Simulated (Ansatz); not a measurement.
Structures of equal composition on the (111)B surface of zinc-blende ZnS (S plane on top): 2x2 Mg adatom at H3; 2x2 Mg adatom at T4. The slabs share one bottom face, and each structure is named by its start. These are constructed structures in small cells; real faces may alloy, dewet or reconstruct in larger ones, and not all known structures of the face are among them. Slabs of about 13 Å with all that they carry, Fermi-Dirac smearing of 0.025 eV. Bottom of the slabs: H caps. Relaxed from the named starts with such symmetry as they have, on meshes of like density; energies extrapolated to zero smearing; no spin-orbit coupling, no U. Spin-polarised runs, if any, are marked in brackets, and their order is one that fits the cell; the others ran without spin. Where a second, spin-polarised start was run, the lower counts.

Host crystal: zinc-blende ZnS, with a band gap (PBE, scalar-relativistic without spin-orbit coupling).

The numbers are results of PBE (plane waves to 420 eV, PAW; Ansatz, a program for electronic structure), not measurements.

Task: Order them by energy per 1x1 cell (lowest first) at the level PBE.

Result: 2x2 Mg adatom at H3 (0.000 eV, gap 1.87 eV on the mesh), 2x2 Mg adatom at T4 (0.091 eV (3 Mg–S bonds formed), gap 1.74 eV on the mesh)
